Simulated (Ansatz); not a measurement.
The reference is Pt in the fcc (Cu type) structure (space group Fm-3m, No. 225).

```xyz
1
Lattice="0.0000 1.9701 1.9701 1.9701 0.0000 1.9701 1.9701 1.9701 0.0000" Properties=species:S:1:pos:R:3 pbc="T T T"
Pt     0.0000     0.0000     0.0000
```

All numbers come from r2SCAN in Ansatz (plane waves to 500 eV, PAW, spin-orbit coupling left out).

Before the change:

The lattice parameter a is 3.940 Å and the band gap comes out as zero.

One thing is altered: a hydrostatic pressure of 2.1 GPa.

Problem. Estimate the effect on the lattice parameter a and band gap.

Solution. The lattice parameter a drops by 0.010 Å to 3.930 Å; the band gap stays zero.

Load acts through the strain it causes; cell and atoms are relaxed under it. Whether these cells are dynamically stable was not tested. All final runs are without spin polarisation.

Ansatz is a quantum-chemistry and plane-wave program.
